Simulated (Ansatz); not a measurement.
CdTe in the zinc blende structure (space group F-43m, No. 216)

Space group F-43m (No. 216); a = b = c = 6.5576 Å, α = β = γ = 90.00°

| atom | site | symmetry | x | y | z |
|---|---|---|---|---|---|
| Te | 4c | -43m | 0.2500 | 0.2500 | 0.2500 |
| Cd | 4a | -43m | 0.0000 | 0.0000 | 0.0000 |
(The calculation used a cell of 2 atoms; values per cell refer to that cell.)

The values are results of r2SCAN (Ansatz, an electronic-structure program), scalar-relativistic without spin-orbit coupling, not measurements. Γ-centred 9×9×9 mesh, Fermi–Dirac width 0.05 eV.

- Volume per atom = 35.25 Å³
- Density = 5.65 g/cm³
- Band gap = 1.17 eV, direct at Γ
- Electron mass = 0.090 mₑ
- Hole mass (degenerate bands, along [100]) = 0.092, 0.55, 0.55 mₑ
- Lowest conduction-band minima above the VBM = Γ 1.17 eV; L along ⟨111⟩ 2.20 eV
- Total energy = -7632.070 eV/atom (σ→0; compares only within this code and set-up)

Spin-orbit coupling, missing from the scalar runs, can matter with Te. Masses are band curvatures over ±0.01 Å⁻¹ around the edge. Whether these cells are dynamically stable was not tested.
